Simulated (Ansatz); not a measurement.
Relaxation of the outer planes of the (10-10) surface of hcp Y in its 1x1 cell, outermost plane spacing 1.06 Å in the ideal cut.

Calculation: PBE (plane waves to 420 eV, PAW; Ansatz, a program for electronic structure).

Set-up: 8 atoms, 10.6 Å thick at the start; mesh 10x7x1; 0.1 eV smearing; dipole correction on; all atoms relaxed; symmetry of the start imposed; no spin, no spin-orbit, no U.

```csv
plane,atoms,bulk spacing to the next (Å),relaxed spacing (Å),change (%),rumpling (Å)
1,Y,1.056,[?],[?],0.00
2,Y,2.112,1.934,-8.4,0.00
```

Q: Complete the blanks.

A: 
- 1, relaxed spacing (Å): 1.088
- 1, change (%): 3.0
